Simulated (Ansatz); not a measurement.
Take GaAs in the zinc blende structure (space group F-43m, No. 216) as the base.

```xyz
2
Lattice="0.0000 2.8333 2.8333 2.8333 0.0000 2.8333 2.8333 2.8333 0.0000" Properties=species:S:1:pos:R:3 pbc="T T T"
Ga     0.0000     0.0000     0.0000
As     1.4167     1.4167     1.4167
```

Cartesian axes are those of the cell as printed.

Method: r2SCAN in Ansatz (plane waves to 500 eV, PAW, no SOC).

One thing is altered: an isotropic linear strain of +1.00 %; the atoms relax in the strained cell.

Q: Predict the stress tensor and what it implies for the stiffness.

A: Stress of the strained cell less that of the base (GPa, compression positive):
```
  -2.02    0.00    0.00
   0.00   -2.02    0.00
   0.00    0.00   -2.02
```

Then B = −ΔP/(ΔV/V₀) with ΔV/V₀ = 0.0303 gives secant stiffness values (nonlinear terms included at this strain): B ≈ 67 GPa.

As a check, the harmonic strain energy −½ V₀ Δσ:ε is 4.3 meV/atom; the computed energy rise is 4.4 meV/atom.

No phonon test of stability was made.

Ansatz is a first-principles code.
